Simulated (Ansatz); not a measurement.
```xyz
2
Lattice="0.0000 2.1127 2.0836 2.1127 0.0000 2.0836 2.1127 2.1127 0.0000" Properties=species:S:1:pos:R:3 pbc="T T T"
Mg     0.0000     0.0000     0.0000
O      2.1127     2.1127     2.0836
```

Method: PBEsol, rigid bands (plane waves, PAW, scalar-relativistic; Ansatz, a first-principles code). Condition of this run: uniaxial stress zz = 3 GPa (compression positive) (the target of the relaxation). Geometry: cell and atoms relaxed with PBEsol, then loaded as said.

Q: What conductivity effective mass do dilute electrons have at 300 K?

A: 0.35 (x), 0.35 (y), 0.36 (z) mₑ.

Q: What conductivity effective mass do dilute holes have at 300 K?

A: 2.3 (x), 2.3 (y), 2.1 (z) mₑ.

Q: And the band gap?

A: 4.67 eV at this level; semilocal functionals usually fall short of the measured gap.

Rigid bands, one relaxation time for all states, no polarons. Spin-orbit coupling is left out.
